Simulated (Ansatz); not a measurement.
**Ta2N, response to strain**

The reference is Ta2N in the anti-CdI2 type structure (space group P-3m1, No. 164; a = 3.0667 Å, c = 4.8845 Å). Axes: x lies along a and z along c of the hexagonal cell.

Strains are applied to the cell and any free atomic positions relax.

The values are results of Kohn–Sham DFT with the r2SCAN+rVV10 functional, run in Ansatz (an electronic-structure program) with PAW and 500 eV plane waves, scalar-relativistic without spin-orbit coupling, not measurements.

Notes on the quantities. pressure: mean of the normal stresses, compression positive; energy relative to the base: free energy F.

| variant | pressure | volume per atom | energy relative to the base | space group |
|---|---|---|---|---|
| base | 0.0 GPa | 13.26 Å³ | 0 meV/atom | P-3m1 (No. 164) |
| isotropic strain −1.79 % | … | 12.56 Å³ | … | P-3m1 (No. 164) |
| isotropic strain +0.35 % | -3.0 GPa | 13.40 Å³ | +1.3 meV/atom | P-3m1 (No. 164) |
| uniaxial strain ε_yy = −3.52 % | 11.5 GPa | 12.79 Å³ | +26 meV/atom | C2/m (No. 12) |

Task: What belongs in the blanks?

Result: 
- isotropic strain −1.79 %, pressure: 18.1 GPa
- isotropic strain −1.79 %, energy relative to the base: +38 meV/atom

Without a gap, meshes like the base's 17×17×10 leave anisotropic stresses uncertain by several tenths of a GPa, and small strain energies with them. Stability against distortions was not tested. The final runs are not spin-polarised. An odd electron count without spin: Ta2N.
